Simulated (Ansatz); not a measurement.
## CaF2, pressure series

The parent structure is CaF2 (space group Pmc2_1, No. 26; a cell from a computed database, its experimental status unchecked).

```yaml
crystal:
  lattice:
    - [3.46966, 0.00000, 0.00000]
    - [0.00000, 4.10548, 0.00000]
    - [0.00000, 0.00000, 5.87606]
  atoms:
    - { symbol: Ca, position: [0.00000, 0.14409, 0.70213] }
    - { symbol: Ca, position: [0.00000, 0.85591, 0.20213] }
    - { symbol: F, position: [0.50000, 0.08857, 0.97951] }
    - { symbol: F, position: [0.50000, 0.91143, 0.47951] }
    - { symbol: F, position: [0.00000, 0.63246, 0.85136] }
    - { symbol: F, position: [0.00000, 0.36754, 0.35136] }
```

Cell and atoms are relaxed at each pressure.

Levels (all Ansatz, a program for electronic structure, PAW): PBEsol (420 eV, no SOC); HSE06 (420 eV, spin-orbit coupling left out).

Band gaps by level, all at the geometries relaxed with PBEsol:

```tsv
case	PBEsol	HSE06
base	6.32 eV	8.63 eV
pressure −2 GPa	6.25 eV	8.54 eV
pressure 0.3 GPa	6.33 eV	8.65 eV
pressure 0.7 GPa	6.34 eV	8.66 eV
pressure 1.5 GPa	6.36 eV	8.69 eV
pressure 3 GPa	6.38 eV	8.73 eV
pressure 5 GPa	6.41 eV	8.78 eV
pressure 7.5 GPa	6.43 eV	8.82 eV
```

Single points use the geometry relaxed with PBEsol. The hybrid gap comes from the SCF mesh plus the semilocal run's edge points and a few special points and is an upper bound. Load acts through the strain it causes; cell and atoms are relaxed under it. Stability against distortions was not tested. Competing high-pressure phases were not computed.
